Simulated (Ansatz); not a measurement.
Input and output of a self-consistent single point for HfCd (P4mm, 4 atoms in the cell) (Ansatz, a program for electronic structure).

Method of the run: PBEsol, harder PAW files (source: ansatz) made with PBE (plane waves; Ansatz).

```
CELL_PARAMETERS angstrom
      3.03202     0.00000     0.00000
      0.00000     3.03202     0.00000
      0.00000     0.00000     9.11665
ATOMIC_POSITIONS crystal
  Hf 0.00000 0.50000 0.88712
  Hf 0.50000 0.00000 0.11836
  Cd 0.00000 0.50000 0.37747
  Cd 0.50000 0.00000 0.62253
```

Reference input (self-consistent single point, DFT, PBEsol, plane waves, default PAW files made with PBE): basis.ecutwfc = 420 eV; kpoints.mp_grid.grid = 9 9 3; hamiltonian.xc = pbesol; hamiltonian.pseudopotentials = {kind: paw} (the program's default PAW files); scf.occupations.method = fermi_dirac; scf.occupations.width = 0.1 eV. This run's input differs from it in these lines:

Ansatz 0.2 input:
```diff
@@ -12,3 +12,3 @@
 basis:
-  ecutwfc: 420.0
+  ecutwfc: 285.0
 kpoints:
@@ -20,2 +20,3 @@
     kind: paw
+    source: ansatz
 scf:
```

Output, abridged:

```
SCF iter   1: F=—  HF=-47608.509832 eV  |F-HF|=—  |Δ(HF+E_count)|=         —  Δρ=2.53e-1  dr2=3.47e2  ethr=3.10e-3  ⟨swp⟩=6.1  Hψ=5553  notcnv=0  defer=14
all-band conjugate gradients solve this SCF's bands
preconditioner: auto → Kerker (q_TF=auto, 2.771 Å⁻¹)
SCF iter   2: F=—  HF=-47599.914978 eV  |F-HF|=—  |Δ(HF+E_count)|=    8.59e0  Δρ=1.64e-1  dr2=1.78e2  ethr=3.10e-3  ⟨swp⟩=2.5  Hψ=3119  notcnv=0  defer=47
   [... lines left out ...]
SCF iter  10: F=—  HF=-47583.724545 eV  |F-HF|=—  |Δ(HF+E_count)|=   7.56e-5  Δρ=9.67e-5  dr2=9.83e-6  ethr=5.47e-7  ⟨swp⟩=2.3  Hψ=2244  notcnv=0  defer=33
SCF iter  11: F=—  HF=-47583.724400 eV  |F-HF|=—  |Δ(HF+E_count)|=   1.45e-4  Δρ=3.80e-5  dr2=2.10e-6  ethr=1.07e-8  ⟨swp⟩=2.0  Hψ=2802  notcnv=0  defer=33
SCF iter  12: F=—  HF=-47583.724399 eV  |F-HF|=—  |Δ(HF+E_count)|=   4.87e-7  Δρ=1.38e-5  dr2=3.40e-7  ethr=2.28e-9  ⟨swp⟩=2.0  Hψ=2548  notcnv=0  defer=33
SCF iter  13: F=-47583.724399 eV  HF=-47583.724399 eV  |F-HF|=2.64e-8  |Δ(HF+E_count)|=   7.15e-8  Δρ=3.59e-6  dr2=2.54e-8  ethr=1.09e-10  ⟨swp⟩=9.4  Hψ=6606  notcnv=0
SCF 1 converged in 13 iterations: F = -47583.724399 eV  dr2 = 2.54e-8
Free energy (F): -47583.724399 eV
Internal energy: -47583.638624 eV  (E = F + TS)
E sigma→0 (E₀):  -47583.681511 eV
Entropy (-TS):   -0.085775 eV (-21.444 meV/atom)
Fermi energy:    17.138498 eV
--- Forces (eV/Å), atoms counted from 1 ---
  atom   1  Hf     0.00000000     0.00000000    -0.60686337
  atom   2  Hf    -0.00000000     0.00000000     0.44720793
  atom   3  Cd    -0.00000000     0.00000000     0.22214940
  atom   4  Cd     0.00000000     0.00000000    -0.06229829
--- Stress (GPa, compression-positive) ---
       -0.001754       0.000000       0.000000
        0.000000      -0.001754       0.000000
        0.000000       0.000000       0.835404
  P = ⅓ Tr σ = 0.2773 GPa (2.773 kbar)
  The stress holds the Pulay correction. Without it, at fixed plane waves, as pw.x and ABINIT print it: P = -174.7249 GPa
```

The run converged in 13 iterations. Against the reference run the pressure goes from -0.46 to 0.28 GPa and the largest force goes from 0.543 to 0.607 eV/Å.

The starting cell comes from a database of computed structures (which also holds hypothetical and non-ambient phases and stackings), without a prior relaxation at this level. Its lattice was rescaled by up to half a per cent. One atom was moved a little off its site on purpose. Ansatz's pressure includes its estimate of the finite-basis (Pulay) stress. Without the estimate this run gives -174.72 GPa. The cutoff lies below the one recommended for these files.
